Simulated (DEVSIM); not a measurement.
Structure: Si n-i-p diode, at 500 K.

```csv
layer (left to right),material,thickness (μm),Nd (cm⁻³),Na (cm⁻³),τn (s),τp (s)
1,Si,0.130,1.3e19,-,1.5e-7,1.5e-7
2,Si,4.60,-,7.5e13,1.5e-7,1.5e-7
3,Si,4.30,-,1e18,1.5e-7,1.5e-7
```

Left contact: ohmic. Right contact: ohmic. Voltage is applied to the left contact. Recombination: SRH at mid-gap, radiative, Auger. Mobility is μmin + (μ − μmin)/(1 + (N/Nref)^α).

The device is made up for the run: typed textbook-type constants, with dimensions and the other settings drawn at random. Values at 300 K; Nc and Nv go as T^1.5, mobilities as T to minus their exponent, the gap by Varshni's rule with the affinity fixed.

| parameter | Si |
|---|---|
| gap (eV) | 1.124 |
| affinity (eV) | 4.05 |
| permittivity | 11.7 |
| Nc (cm⁻³) | 2.86e19 |
| Nv (cm⁻³) | 3.1e19 |
| μn (cm²/Vs) | 1417 |
| μp (cm²/Vs) | 470 |
| μn,min | 52 |
| μp,min | 45 |
| Nref,n | 9.7e16 |
| Nref,p | 2.2e17 |
| αn | 0.68 |
| αp | 0.72 |
| T exponent of μn | 2.3 |
| T exponent of μp | 2.2 |
| B (cm³/s) | 4.7e-15 |
| Cn (cm⁶/s) | 2.8e-31 |
| Cp (cm⁶/s) | 9.9e-32 |
| Varshni α (eV/K) | 0.000473 |
| Varshni β (K) | 636 |

Model (solved in DEVSIM): 1D drift-diffusion, Boltzmann statistics, complete ionisation; no tunnelling, impact ionisation, image-force lowering or self-heating.

### Question
Tabulate band edges, carrier densities and field at zero bias.

### Answer
Energies count from the Fermi level of the right contact; mesh points crowd at the junctions.

```json
[
 {"x (μm)": "0.000", "Ec (eV)": "0.067", "Ev (eV)": "-0.998", "n (cm⁻³)": "1.3e19", "p (cm⁻³)": "5.8e9", "field (V/cm)": "≈ 0"},
 {"x (μm)": "0.03082", "Ec (eV)": "0.067", "Ev (eV)": "-0.998", "n (cm⁻³)": "1.3e19", "p (cm⁻³)": "5.8e9", "field (V/cm)": "≈ 0"},
 {"x (μm)": "0.08189", "Ec (eV)": "0.067", "Ev (eV)": "-0.998", "n (cm⁻³)": "1.3e19", "p (cm⁻³)": "5.8e9", "field (V/cm)": "≈ 0"},
 {"x (μm)": "0.1203", "Ec (eV)": "0.067", "Ev (eV)": "-0.998", "n (cm⁻³)": "1.3e19", "p (cm⁻³)": "5.8e9", "field (V/cm)": "720"},
 {"x (μm)": "0.1624", "Ec (eV)": "0.313", "Ev (eV)": "-0.752", "n (cm⁻³)": "4.3e16", "p (cm⁻³)": "1.8e12", "field (V/cm)": "24000"},
 {"x (μm)": "0.2492", "Ec (eV)": "0.418", "Ev (eV)": "-0.648", "n (cm⁻³)": "3.8e15", "p (cm⁻³)": "2.0e13", "field (V/cm)": "6800"},
 {"x (μm)": "0.4689", "Ec (eV)": "0.496", "Ev (eV)": "-0.569", "n (cm⁻³)": "6.2e14", "p (cm⁻³)": "1.2e14", "field (V/cm)": "1800"},
 {"x (μm)": "1.376", "Ec (eV)": "0.536", "Ev (eV)": "-0.529", "n (cm⁻³)": "2.4e14", "p (cm⁻³)": "3.1e14", "field (V/cm)": "32"},
 {"x (μm)": "3.072", "Ec (eV)": "0.537", "Ev (eV)": "-0.528", "n (cm⁻³)": "2.4e14", "p (cm⁻³)": "3.1e14", "field (V/cm)": "≈ 0"},
 {"x (μm)": "4.090", "Ec (eV)": "0.546", "Ev (eV)": "-0.520", "n (cm⁻³)": "1.9e14", "p (cm⁻³)": "3.8e14", "field (V/cm)": "390"},
 {"x (μm)": "4.492", "Ec (eV)": "0.592", "Ev (eV)": "-0.473", "n (cm⁻³)": "6.6e13", "p (cm⁻³)": "1.1e15", "field (V/cm)": "2700"},
 {"x (μm)": "4.676", "Ec (eV)": "0.698", "Ev (eV)": "-0.367", "n (cm⁻³)": "5.7e12", "p (cm⁻³)": "1.3e16", "field (V/cm)": "13000"},
 {"x (μm)": "4.723", "Ec (eV)": "0.807", "Ev (eV)": "-0.259", "n (cm⁻³)": "4.6e11", "p (cm⁻³)": "1.6e17", "field (V/cm)": "47000"},
 {"x (μm)": "4.754", "Ec (eV)": "0.884", "Ev (eV)": "-0.181", "n (cm⁻³)": "7.6e10", "p (cm⁻³)": "9.9e17", "field (V/cm)": "960"},
 {"x (μm)": "4.874", "Ec (eV)": "0.884", "Ev (eV)": "-0.181", "n (cm⁻³)": "7.5e10", "p (cm⁻³)": "1.0e18", "field (V/cm)": "≈ 0"},
 {"x (μm)": "5.132", "Ec (eV)": "0.884", "Ev (eV)": "-0.181", "n (cm⁻³)": "7.5e10", "p (cm⁻³)": "1.0e18", "field (V/cm)": "≈ 0"},
 {"x (μm)": "5.784", "Ec (eV)": "0.884", "Ev (eV)": "-0.181", "n (cm⁻³)": "7.5e10", "p (cm⁻³)": "1.0e18", "field (V/cm)": "≈ 0"},
 {"x (μm)": "7.277", "Ec (eV)": "0.884", "Ev (eV)": "-0.181", "n (cm⁻³)": "7.5e10", "p (cm⁻³)": "1.0e18", "field (V/cm)": "≈ 0"},
 {"x (μm)": "8.525", "Ec (eV)": "0.884", "Ev (eV)": "-0.181", "n (cm⁻³)": "7.5e10", "p (cm⁻³)": "1.0e18", "field (V/cm)": "≈ 0"},
 {"x (μm)": "8.845", "Ec (eV)": "0.884", "Ev (eV)": "-0.181", "n (cm⁻³)": "7.5e10", "p (cm⁻³)": "1.0e18", "field (V/cm)": "≈ 0"},
 {"x (μm)": "8.972", "Ec (eV)": "0.884", "Ev (eV)": "-0.181", "n (cm⁻³)": "7.5e10", "p (cm⁻³)": "1.0e18", "field (V/cm)": "≈ 0"},
 {"x (μm)": "9.030", "Ec (eV)": "0.884", "Ev (eV)": "-0.181", "n (cm⁻³)": "7.5e10", "p (cm⁻³)": "1.0e18", "field (V/cm)": "≈ 0"}
]
```
